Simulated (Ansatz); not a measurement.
Take a 12-atom supercell of ZrO$_{2}$ (space group P4_2/nmc, No. 137; a = 3.6208 Å, c = 5.2843 Å) at its relaxed geometry as the base.

Computed with PBE (Ansatz, a program for electronic structure), without spin-orbit coupling, earlier PAW set.

One neutral defect a cell, atoms relaxed at fixed cell.

One change was made to it. Results:

The pressure goes from zero to -2.4 GPa; the largest displacement of a host atom from its site in the perfect cell comes out as 0.04 Å.

Name the change that was made.
(A) Cr on a Zr site
(B) O vacancy
(C) Zr on a O site (antisite)

B, O vacancy. For comparison, the pressure in the other runs: Cr on a Zr site gives -8.8 GPa; Zr on a O site (antisite) gives 31.2 GPa.

The cell is small, so the values are those of an ordered compound at a high defect concentration; dilute-limit values will differ. Starting moments died away, wholly or in part, for O vacancy and Zr on a O site (antisite); another magnetic solution may exist. No Hubbard U is applied and the magnetic state is the run's own (Zr3CrO8 magnetic); other magnetic orders, which need larger cells, were not tried and can change the gap. This is not the structure that ZrO2 has at room temperature and ambient pressure.
